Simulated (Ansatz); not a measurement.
**Response to strain and stress in C**

Take C in the diamond structure (space group Fd-3m, No. 227; a = 3.560 Å) as the base. Axes: x, y, z lie along the cube axes.

Strains are applied to the cell and any free atomic positions relax; under stress the whole cell relaxes.

Computed with r2SCAN in Ansatz (plane waves to 500 eV, PAW, scalar-relativistic without spin-orbit coupling), earlier PAW set.

Candidates:
(a) uniaxial stress, 3 GPa tension along x
(b) tensor shear ε_xy = +0.96 %
(c) strain tensor (xx, yy, zz, yz, xz, xy) = (+0.05, −0.57, −0.80, −1.62, −0.08, −0.13) %

Notes on the quantities. energy relative to the base: free energy F.

Question: Order them by energy relative to the base, lowest first.

Answer: (a) uniaxial stress, 3 GPa tension along x (+0.1 meV/atom), (b) tensor shear ε_xy = +0.96 % (+3.8 meV/atom), (c) strain tensor (xx, yy, zz, yz, xz, xy) = (+0.05, −0.57, −0.80, −1.62, −0.08, −0.13) % (+13 meV/atom)

Beyond what the load breaks, stability against distortions was not tested.

Ansatz is a program for electronic structure.
